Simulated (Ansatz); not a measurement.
Take PtSb₂ (space group Pa-3, No. 205; a = 6.463 Å) as the base. Axes: x, y, z lie along the cube axes.

All numbers come from PBEsol (Ansatz, a quantum-chemistry and plane-wave program, PAW, spin-orbit coupling left out).

Strains are applied to the cell and any free atomic positions relax; under biaxial strain the out-of-plane vector relaxes too; under stress the whole cell relaxes.

One change was made to it. Results:

```json
[
 {"quantity": "energy relative to the base (free energy F)", "base": "0 meV/atom", "after": "+21 meV/atom"},
 {"quantity": "shortest interatomic distance", "base": "2.679 Å", "after": "2.645 Å"},
 {"quantity": "band gap", "base": "zero", "after": "zero"}
]
```

Q: Name the change that was made.
A. isotropic strain −2.05 %
B. biaxial strain −0.77 %, plane normal [001], relaxed out of plane
C. uniaxial stress, 8 GPa compression along x

A: C, uniaxial stress, 8 GPa compression along x. For comparison, the energy relative to the base in the other runs: isotropic strain −2.05 % gives +35 meV/atom; biaxial strain −0.77 %, plane normal [001], relaxed out of plane gives +2.3 meV/atom.

With Pt and Sb present, leaving out spin-orbit coupling can change the band edges. Beyond what the load breaks, stability against distortions was not tested. The final runs are not spin-polarised. A zero or small gap of PtSb2 can be the functional's error rather than a property of the material.
